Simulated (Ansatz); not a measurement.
Troubleshooting Ansatz (a quantum-chemistry and plane-wave program): a failed run on HgSe (P4_2/mmc, 4 atoms in the cell). The aim is a self-consistent single point with DFT, PBE, plane waves, default PAW files.

Cell that was meant: a = 4.1042 Å, b = 4.1042 Å, c = 7.2267 Å, α = 90.00°, β = 90.00°, γ = 90.00°.

Part of the input:

Ansatz 0.2 input:
```yaml
  xc: pbe
  pseudopotentials: { kind: paw }
scf:
  occupations: { method: smearing, width: 0.05 }
output:
  forces: true
  eigenvalues: true
```

Output (repeated stretches shortened):

```
Error: YAML parse error: error: line 20 column 26: unknown occupation method `smearing` (expected fermi_dirac | gaussian | methfessel_paxton | cold | fixed | tetrahedron | tetrahedron_uncorrected | explicit)
  --> <input>:20:26
   |
18 |   pseudopotentials: { kind: paw }
19 | scf:
20 |   occupations: { method: smearing, width: 0.05 }
   |                          ^ unknown occupation method `smearing` (expected fermi_dirac | gaussian | methfessel_paxton | cold | fixed | tetrahedron | [...]
21 | output:
22 |   forces: true
   |
```

Question: From the messages shown, name the fault and mend the input.

Answer: The fault is a value that the program does not know. The key takes a closed list of words, and names differ between codes. To fix it, use one of the words that the key accepts. The program stopped before any SCF iteration.

The sound input it was made from differs as follows (other fixes are possible):
```diff
-  occupations: { method: smearing, width: 0.05 }
+  occupations: { method: gaussian, width: 0.05 }
```

With that input, the run converged in 6 iterations: free energy E − TS (on the zero of these files) -38564.9480 eV; Fermi level (on the code's own zero) 8.26 eV; pressure 2.07 GPa (DFT, PBE, plane waves, default PAW files).

On the sound input: the starting cell was generated: these elements placed on a structure prototype, without a prior relaxation; it need not be a known phase or ordering of this composition. Its lattice was rescaled by a random factor within 2.5 % of one. Ansatz's pressure includes its estimate of the finite-basis (Pulay) stress. The run gives no clean gap (levels at the Fermi energy touch, overlap or are partly filled at this smearing), which alone does not show that the compound is a metal.
